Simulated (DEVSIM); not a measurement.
**Schottky contact on p-type CdTe**

Device: Schottky contact on p-type CdTe, at 300 K.

```csv
layer (left to right),material,thickness (μm),Na (cm⁻³),τn (s),τp (s)
1,CdTe,3.50,4.2e15,7.8e-8,7.8e-8
```

Left contact: Schottky, work function 4.83 eV, emission velocity 1e7 cm/s. Right contact: ohmic. Voltage is applied to the left contact. Recombination: SRH at mid-gap. Mobility is μmin + (μ − μmin)/(1 + (N/Nref)^α).

The device is made up for the run: typed textbook-type constants, with dimensions and the other settings drawn at random. Values at 300 K.

| parameter | CdTe |
|---|---|
| gap (eV) | 1.5 |
| affinity (eV) | 4.28 |
| permittivity | 10.2 |
| Nc (cm⁻³) | 8e17 |
| Nv (cm⁻³) | 1.8e19 |
| μn (cm²/Vs) | 1000 |
| μp (cm²/Vs) | 80 |
| μn,min | 100 |
| μp,min | 10 |
| Nref,n | 1e17 |
| Nref,p | 1e17 |
| αn | 0.6 |
| αp | 0.6 |

Simulated with DEVSIM: 1D drift-diffusion, Boltzmann statistics, complete ionisation; no tunnelling, impact ionisation, image-force lowering or self-heating. Metal contacts follow the ideal Schottky-Mott rule: no Fermi-level pinning, no interface dipoles.

* **Potential step across the device at zero bias**: 0.734 V
* **Largest field in the device at zero bias**: 32000 V/cm
* **Dark forward voltage at 1 A/cm²**: 0.579 V
* **Dark forward voltage at 100 A/cm²**: 1.439 V

Small-signal capacitance in reverse bias (quasi-static):

| V (V) | C (nF/cm²) |
|---|---|
| 0.04 | 20.2 |
| 0.1 | 19.4 |
| 0.2 | 18.3 |
| 0.3 | 17.4 |
| 0.4 | 16.6 |
| 0.6 | 15.2 |
| 0.8 | 14.2 |
| 1 | 13.3 |
| 1.3 | 12.3 |
| 1.6 | 11.5 |
| 2 | 10.6 |

Dark reverse current:

```
V (V)  J (A/cm²)
-----  ---------
0.04     4.7e-10
0.10     6.1e-10
0.20     6.5e-10
0.30     6.9e-10
0.40     7.1e-10
0.60     7.7e-10
0.80     8.1e-10
1.00     8.6e-10
1.30     9.1e-10
1.60     9.6e-10
2.00      1.0e-9
```
